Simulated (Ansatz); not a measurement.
The starting structures come from a database of crystals and need not be the phases stable at ambient conditions.

The decay constant κ of evanescent states in the gap governs leakage through a thin film.

Input:

```
SnF4
1.0
    5.01884     0.08095     0.00000
    1.53001     4.78063     0.00000
    1.74442    -2.34984     2.92656
Sn F
1 4
Cartesian
  0.00000   0.00000   0.00000
  1.52688   1.13349   0.00000
  5.02197   3.72809   0.00000
  4.14663   1.25587   1.46328
  0.87221  -1.17492   1.46328
```

Space group of this cell: I4/mmm. The cell was relaxed by PBE-D3(BJ); by r2SCAN its mean pressure is -4.5 GPa.

Transport runs along the normal of the first two printed cell vectors, the (110) plane of the conventional cell.

The gap is the functional's own, uncorrected, and κ follows it; spin-orbit coupling is left out. Mid-gap values are interpolated between the computed energies.

### Question
Compute, with r2SCAN run with Ansatz (a program for electronic structure), the band gap and the smallest decay constant κ at mid-gap.

### Answer
Gap 3.95 eV on a 10×10×10 mesh; κ = 0.448 1/Å, at the zone centre.
